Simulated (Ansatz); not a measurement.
End structure of the (100) surface of fcc Al in its 1x1 cell, outermost plane spacing 2.02 Å in the ideal cut:

```xyz
6
Lattice="2.8581 0.0000 0.0000 0.0000 2.8581 0.0000 0.0000 0.0000 26.5000" Properties=species:S:1:pos:R:3 pbc="T T T"
Al     1.4290     1.4290     8.1837
Al     0.0000     0.0000    10.2362
Al     1.4290     1.4290    12.2558
Al     0.0000     0.0000    14.2442
Al     1.4290     1.4290    16.2638
Al     0.0000     0.0000    18.3163
```

Model: 6-atom slab, 10.1 Å thick at the start (thin: gaps and levels are the slab's own), 13x13x1 mesh, Fermi-Dirac 0.1 eV, dipole correction, all atoms relaxed; start symmetry kept, larger cells not searched; no spin, no spin-orbit, no U.

### Question
Give the work function of the top face at the level PBE (Ansatz, a program for electronic structure).

### Answer
4.24 eV

### Question
Predict the surface energy (mean of both faces) from PBE.

### Answer
0.92 J/m^2
